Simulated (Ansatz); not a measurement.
# TiO2: pressure series

The reference is TiO$_{2}$ in the rutile structure (space group P4_2/mnm, No. 136; a = 4.644 Å, c = 2.964 Å).

Cell and atoms are relaxed at each pressure.

Calculations: PBE (Ansatz, an electronic-structure program; PAW; 420 eV plane waves; no spin-orbit coupling), earlier PAW set.

| variant | band gap | shortest interatomic distance |
|---|---|---|
| base | 1.86 eV | 1.958 Å |
| pressure −2 GPa | 1.86 eV | 1.961 Å |
| pressure 0.3 GPa | 1.86 eV | 1.957 Å |
| pressure 0.7 GPa | 1.86 eV | 1.957 Å |
| pressure 1.5 GPa | 1.87 eV | 1.955 Å |
| pressure 3 GPa | 1.87 eV | … |
| pressure 5 GPa | 1.88 eV | 1.949 Å |
| pressure 7.5 GPa | 1.89 eV | 1.945 Å |
| pressure 10 GPa | 1.90 eV | 1.941 Å |

Question: Some entries are withheld; estimate them.

Answer: 
- pressure 3 GPa, shortest interatomic distance: 1.953 Å

Load acts through the strain it causes; cell and atoms are relaxed under it. Whether these cells are dynamically stable was not tested. No other phases were tried under pressure. The final runs are not spin-polarised.
